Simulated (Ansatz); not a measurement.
**A constructed model of the (0001) surface of hcp Co, ferromagnetic, p(2x2) surface alloy, In on one Co site of the top plane (bottom of the slab: a bare face, its two planes held)**

Calculation: PBE (plane waves to 420 eV, PAW; Ansatz, a first-principles code).

Set-up: 24 atoms, 10.1 Å thick at the start (thin: gaps and levels are the slab's own); mesh 9x9x1; 0.1 eV smearing; dipole correction on; 8 atoms held, the rest relaxed; symmetry of the start imposed; spin-polarised, ending with about 37.5 μB a cell; orders that need a larger cell were not tried, no spin-orbit, no U. It is one candidate, not shown to be the stable structure of the face.

The work function of the top face is 4.24 eV, the energy released by relaxation is 1.21 eV and the magnetic moment of the cell is 37.50 μB. The cost comes out as very roughly 60 core-minutes.
